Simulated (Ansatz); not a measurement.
CdTe: band gap against strain

CdTe (zinc blende, F-43m, 35.252 Å³/atom at rest) under an equal strain ε in the (001) plane with the normal axis free, as in a coherent film. r2SCAN in Ansatz, a plane-wave DFT program (PAW, default set), 500 eV, 9×9×9 Γ-centred mesh, Fermi-Dirac smearing 0.05 eV; ions are relaxed within the symmetry of each cell. Gaps are the smallest over the k-mesh and a band path, without spin-orbit coupling; in all rows the valence edge lies at Γ and the conduction edge at Γ.

Here s stands for strain and Eg for gap.

| strain (%) | gap (eV) |
|---|---|
| 0.00 | 1.165 |
| 0.50 | 1.130 |
| 1.00 | 1.095 |
| 1.50 | 1.061 |
| 3.00 | ? |

The 4 complete rows are fitted with a straight line, Eg against s. Means: s 0.75000, Eg 1.1127. About the means, the sum of products is -0.086750 and the sum of squares of s is 1.2500; the slope is their ratio. Least squares gives Eg = 1.1648 - 0.06940·s. Residuals (row less fit): 0.0002, -0.0001, -0.0004, 0.0003; standard error 0.0004 (degrees of freedom: 2). Over these rows the gap moves by -6.9 ± 0.03 eV per unit strain.

**Question.** Estimate the missing Eg (s = 3.00); what did the run itself give?

**Answer.** Eg = 1.1648 - 0.06940 × 3.0 = 0.9566 eV. The calculation gives 0.964 eV, 0.0074 eV above the prediction (3.7 % of the range of Eg in the table). The row lies outside the fitted rows, so this is an extrapolation. The fitted rows scatter only by rounding.

One order more, fitted to all 7 runs of the series, follows each within 0.001, so the miss is the next term of a smooth law. Spin-orbit coupling is left out, which can shift this property for CdTe. Rows are the converged runs of the series near zero and its far end; series whose fitted rows scatter by over a few per cent of the range, as at a crossing or softening among them, aren't shown in this form. Most that stay on the fit to the last digits aren't either.
